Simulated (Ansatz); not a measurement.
**What pressure 15 GPa does to MgTe**

Base system: MgTe in the wurtzite structure (space group P6_3mc, No. 186; a = 4.6085 Å, c = 7.5007 Å).

Now apply this change: a hydrostatic pressure of 15 GPa.

Method: PBE/PAW in Ansatz (an electronic-structure program), no SOC. k-mesh 8×8×5 (Γ-centred); smearing 0.05 eV (Fermi–Dirac).

The volume per atom drops by 7.89 Å³, from 34.49 Å³ to 26.60 Å³ and the density increases by 1.08 g/cm³ (3.66 g/cm³ → 4.74 g/cm³). The lattice parameter a falls by 0.3528 Å, from 4.608 Å to 4.256 Å and the c/a ratio falls by 0.0335, from 1.628 to 1.594. The shortest interatomic distance falls by 0.2345 Å, from 2.818 Å to 2.583 Å and the enthalpy H = E + PV relative to the base's energy is +2.79 eV/atom. The band gap increases by 0.44 eV, from 2.37 eV to 2.81 eV (an upper bound: an edge found on the path is not a true extremum; the base alone).

Final structure:

```yaml
crystal:
  lattice:
    - [4.25565, 0.00000, 0.00000]
    - [-2.12782, 3.68550, 0.00000]
    - [0.00000, 0.00000, 6.78402]
  atoms:
    - { symbol: Mg, position: [0.66667, 0.33333, 0.00385] }
    - { symbol: Mg, position: [0.33333, 0.66667, 0.50385] }
    - { symbol: Te, position: [0.66667, 0.33333, 0.62135] }
    - { symbol: Te, position: [0.33333, 0.66667, 0.12135] }
```

With Te present, leaving out spin-orbit coupling can change the band edges. Load acts through the strain it causes; cell and atoms are relaxed under it. No phonon test of stability was made. Tetrahedral semiconductors of this kind turn to denser phases somewhere between about 1 and 50 GPa; those were not computed, so compressed cells here can lie past the real transition.
